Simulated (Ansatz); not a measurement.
Effective masses and thermopower of Nb$_{2}$O$_{5}$ (C2/m)

Here is the system:

```
CELL_PARAMETERS angstrom
      6.43421    -1.91020     0.01030
      6.43421     1.91020     0.01030
     -0.05185     0.00000     3.95777
ATOMIC_POSITIONS crystal
  Nb 0.85338 0.85338 0.93766
  Nb 0.14662 0.14662 0.06234
  O  0.85114 0.85114 0.48676
  O  0.14886 0.14886 0.51324
  O  0.00000 0.00000 0.00000
  O  0.68484 0.68484 0.00375
  O  0.31516 0.31516 0.99625
```

Computed with r2SCAN, rigid bands (plane waves, PAW, scalar-relativistic; Ansatz, a program for electronic structure). Condition of this run: functional r2SCAN on the same cell. Cell: cell and atoms relaxed with PBEsol.

```yaml
band_gap: 2.64 eV
electron conductivity mass (300 K, dilute): 2.2 (x), 0.50 (y), 0.50 (z) mₑ
hole conductivity mass (300 K, dilute): 11.2 (x), 4.2 (y), 1.08 (z) mₑ
effective density of states N_c (300 K): 1.7e19 cm⁻³
effective density of states N_v (300 K): 2.4e20 cm⁻³
density_of_states_mass_electrons: 0.76 mₑ
density_of_states_mass_holes: 4.5 mₑ
Seebeck coefficient, n-type 1e19 cm⁻³, 300 K: -266 μV/K
Seebeck coefficient, p-type 1e19 cm⁻³, 300 K: 459 μV/K
```

Rigid bands; masses and Seebeck coefficients take one relaxation time τ for all states and one kind of carrier; polarons and phonon drag are left out. Spin-orbit coupling is left out; where it splits the top of the valence band, N_v and the p-type Seebeck coefficient come out somewhat high without it. Geometry: cell and atoms relaxed with PBEsol.

Computed structure with no diffraction record at hand here (it may be known, metastable or hypothetical): Nb2O5 (C2/m).
